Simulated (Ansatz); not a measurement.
Rutile MgH₂, treated with PBE0 in Ansatz (plane waves, PAW).

Settings: plane-wave cutoff 460 eV, 6×6×8 k mesh (along the axes of the cell as run), Fermi–Dirac smearing 0.01 eV, scalar-relativistic PAW data made under PBE.

The cell has the measured lattice parameters. Conventional cell: a = 4.5010 Å, b = 4.5010 Å, c = 3.0100 Å, α = 90.00°, β = 90.00°, γ = 90.00°.

```
MgH2
1.0
    4.50100     0.00000     0.00000
    0.00000     4.50100     0.00000
    0.00000     0.00000     3.01000
Mg H
2 4
Cartesian
  0.00000   0.00000   0.00000
  2.25050   2.25050   1.50500
  1.37731   1.37731   0.00000
  3.62781   0.87319   1.50500
  0.87319   3.62781   1.50500
  3.12369   3.12369   0.00000
```

List the 8 lowest band energies at Γ above −25 eV (eV, relative to the valence band maximum), grouping those that round alike.

At Γ: -7.15, -1.59 (×2), -0.47, 6.47, 7.05, 11.26 (×2).

Note: the run warned that its exchange threshold was loose for the stress; cell and atoms aren't relaxed at this level (largest force component 0.04 eV/Å, pressure -0.5 GPa).

Ansatz is a quantum-chemistry and plane-wave program.
